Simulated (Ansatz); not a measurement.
# Amorphous Ir17Ni12Ta19

A CHGNet melt-quench gave the starting glass, which DFT then relaxed. The hot cell started wider than the set density and was brought back towards it in steps. It is the lowest in DFT energy of 3 quenches. It is a model cell: composition and starting density were chosen by hand, and all elements were melted together. No dispersion term was used.

Computed with PBE, scalar-relativistic without spin-orbit coupling (plane waves to 420 eV, PAW; Ansatz, a quantum-chemistry and plane-wave program). Geometry, pressure, stress and energy are those of the PBE run. Its sampling: a 2×2×2 Γ-centred mesh; Fermi-Dirac width 0.1 eV; no spin polarisation.

```json
{
 "number_of_atoms_in_the_cell": "48",
 "Density (volume relaxed, without dispersion)": "16.60 g/cm³",
 "volume_per_atom": "15.45 Å³",
 "Pressure on a 2×2×2 Γ-centred mesh": "0.13 GPa",
 "Largest force and stress component on that mesh (the relaxation ran on one k-point at (1/4, 1/4, 1/4))": "0.43 eV/Å and 0.2 GPa",
 "Gap on a 2×2×2 Γ-centred mesh (PBE)": "within the smearing (under twice its width)"
}
```

Neighbours within Ir-Ir 3.26 Å, Ir-Ni 3.22 Å, Ir-Ta 3.44 Å, Ni-Ni 2.86 Å, Ni-Ta 3.24 Å, Ta-Ta 3.80 Å count as bonded.

| Property | Value |
|---|---|
| Mean coordination of Ir | 11.47 (3 with 10, 6 with 11, 5 with 12, 3 with 13) |
| Mean coordination of Ni | 10.25 (3 with 9, 4 with 10, 4 with 11, 1 with 12) |
| Mean coordination of Ta | 14.00 (5 with 13, 10 with 14, 3 with 15, 1 with 16) |
| Mean Ir-Ta bond | 2.817 Å (spread 0.192 Å, 103 counted) |
| Mean Ta-Ta bond | 3.227 Å (spread 0.212 Å, 51 counted) |

Its density started from a set value of 16.84 g/cm³. Cooling (nominally 180 K/ps over its main leg) ran many orders faster than in experiment, which tends to leave more defects and strain. Values belong to this one cell and scatter from quench to quench. Volume and shape were free in the relaxation. On a 2×2×2 Γ-centred mesh force components of up to 0.43 eV/Å stay, since the relaxation ran on one k-point at (1/4, 1/4, 1/4).
